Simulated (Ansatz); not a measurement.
# RuAl: energy against volume

RuAl (CsCl type, Pm-3m, 13.550 Å³/atom and stress up to 0.01 GPa in the relaxed cell, cube axes along x, y and z) under hydrostatic pressure, with the cell free. PBE in Ansatz, a plane-wave DFT program (PAW, default set), 420 eV, 15×15×15 Γ-centred mesh, Fermi-Dirac smearing 0.05 eV; ions are relaxed, or left where forces stay under 0.02 eV/Å, within the symmetry of each cell.

Here V stands for volume and E for E less E0.

```
volume (Å³/atom)  E less E0 (meV/atom)  pressure (GPa)
----------------  --------------------  --------------
13.6870                           0.91           -2.00
13.6176                           0.23           -1.00
13.5500                           0.00            0.00
13.4910                           0.15            0.90
13.4143                           0.84            2.10
13.2680                           3.78            4.49
13.0130                          14.38            9.00
12.7099                          36.87           15.00
12.0824                              ?               ?
```

The 8 complete rows are fitted with the third-order Birch-Murnaghan form, a cubic in V^(-2/3), E against V. With u = V^(-2/3) - 0.1778, the rows have u = -0.0030323, -0.0024390, -0.0018563, -0.0013437, -0.0006717, 0.0006280, 0.0029514, 0.0058138. Least squares gives E = 2.095 + 2296.2·u + 630152·u² + 643252·u³. Residuals (row less fit): 0.002, -0.004, 0.000, 0.004, 0.003, -0.006, 0.002, 0.000; standard error 0.005 (degrees of freedom: 4). Its minimum lies at u = -0.0018271, so V0 = (0.1759729)^(-3/2) = 13.55. There d²E/du² = 1253000 and d³E/du³ = 3860000, so B0 = (4/9) × 13.55^(-7/3) × 1253000 × 0.160218 = 204 GPa (the last factor turns the table's units into GPa), and B0' = 4 + (2/3) × 0.1759729 × (3860000)/1253000 = 4.4. B0' rests on the cubic coefficient alone and has a standard error of 0.1 from these residuals.

**Question.** Estimate the missing E (V = 12.0824); what did the run itself give?

**Answer.** u = 0.0121173, so E = 2.095 + 2296.2 × 0.0121173 + 630152 × 0.0121173² + 643252 × 0.0121173³ = 123.588 meV/atom. The calculation gives 123.55 meV/atom, 0.038 meV/atom below the prediction (0.0 % of the range of E in the table). The row lies outside the fitted rows, so this is an extrapolation. The scatter of the fitted rows lies at the last printed digit.

In a metal these values are sensitive to mesh and smearing; energies are taken to zero smearing, stresses follow the free energy. The runs aren't spin-polarised. Other structures, which can take over under pressure, weren't tried. The same form fitted to the pressure column gives B0' = 4.4; series where the two differ by over 0.4 aren't shown. Rows are the converged runs of the series near zero and its far end, less any whose ions stayed unrelaxed beside relaxed ones; series whose fitted rows scatter by over a few per cent of the range, as at a crossing or softening among them, aren't shown in this form.
